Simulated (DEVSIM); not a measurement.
Device: Si n-i-p diode, at 250 K.

| layer (left to right) | material | thickness (μm) | Nd (cm⁻³) | Na (cm⁻³) | τn (s) | τp (s) |
|---|---|---|---|---|---|---|
| 1 | Si | 0.450 | 4.7e18 | - | 2.5e-7 | 2.5e-7 |
| 2 | Si | 31.0 | - | 2.3e11 | 2.5e-7 | 2.5e-7 |
| 3 | Si | 1.70 | - | 2.5e18 | 2.5e-7 | 2.5e-7 |

Left contact: ohmic. Right contact: ohmic. Voltage is applied to the left contact. Recombination: SRH at mid-gap, radiative, Auger. Mobility is constant in doping. Where it depends on doping, it is μmin + (μ − μmin)/(1 + (N/Nref)^α).

The device is made up for the run: typed textbook-type constants, with dimensions and the other settings drawn at random. Values at 300 K; Nc and Nv go as T^1.5, mobilities as T to minus their exponent, the gap by Varshni's rule with the affinity fixed. The table also holds parameters that only a changed run uses.

| parameter | Si |
|---|---|
| gap (eV) | 1.124 |
| affinity (eV) | 4.05 |
| permittivity | 11.7 |
| Nc (cm⁻³) | 2.86e19 |
| Nv (cm⁻³) | 3.1e19 |
| μn (cm²/Vs) | 1417 |
| μp (cm²/Vs) | 470 |
| μn,min | 52 |
| μp,min | 45 |
| Nref,n | 9.7e16 |
| Nref,p | 2.2e17 |
| αn | 0.68 |
| αp | 0.72 |
| T exponent of μn | 2.3 |
| T exponent of μp | 2.2 |
| B (cm³/s) | 4.7e-15 |
| Cn (cm⁶/s) | 2.8e-31 |
| Cp (cm⁶/s) | 9.9e-32 |
| Varshni α (eV/K) | 0.000473 |
| Varshni β (K) | 636 |

Model (solved in DEVSIM): 1D drift-diffusion, Boltzmann statistics, complete ionisation; no tunnelling, impact ionisation, image-force lowering or self-heating.

Base results: dark forward voltage at 1 A/cm² (V) 0.715; dark forward voltage at 100 A/cm² (V) 0.886.

What follows from this one change: thickness of layer 2 31 → 11 μm?

dark forward voltage at 1 A/cm² 0.715 → 0.743 V; dark forward voltage at 100 A/cm² 0.886 → 0.880 V.

What follows from this one change: minority lifetime in layer 2 2.5e-07 → 7.5e-07 s?

dark forward voltage at 1 A/cm² 0.715 → 0.735 V; dark forward voltage at 100 A/cm² little changed (0.889 V).

What follows from this one change: doping-dependent mobility in place of the constant one?

dark forward voltage at 1 A/cm² little changed (0.716 V); dark forward voltage at 100 A/cm² 0.886 → 0.904 V.
